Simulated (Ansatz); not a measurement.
Input:

```
CELL_PARAMETERS angstrom
      0.00000     2.13864     2.10703
      2.13864     0.00000     2.10703
      2.13864     2.13864     0.00000
ATOMIC_POSITIONS crystal
  Mg 0.00000 0.00000 0.00000
  O  0.50000 0.50000 0.50000
```

These are PBEsol, rigid bands (plane waves, PAW, scalar-relativistic; Ansatz, a first-principles code) values and carry that method's errors. Condition of this run: biaxial strain xx = yy = +1.5 %, z clamped. Cell: cell and atoms relaxed with PBEsol, then loaded as said.

Task: Predict the electron conductivity mass (n e² τ/σ) at 300 K, by direction if it differs.

Result: 0.34 (x), 0.34 (y), 0.35 (z) mₑ.

Task: What conductivity effective mass do dilute holes have at 300 K?

Result: 2.3 (x), 2.3 (y), 2.1 (z) mₑ.

Task: And the band gap?

Result: 4.33 eV at this level; semilocal functionals usually fall short of the measured gap.

Rigid bands, one relaxation time for all states, no polarons. Spin-orbit coupling is left out.
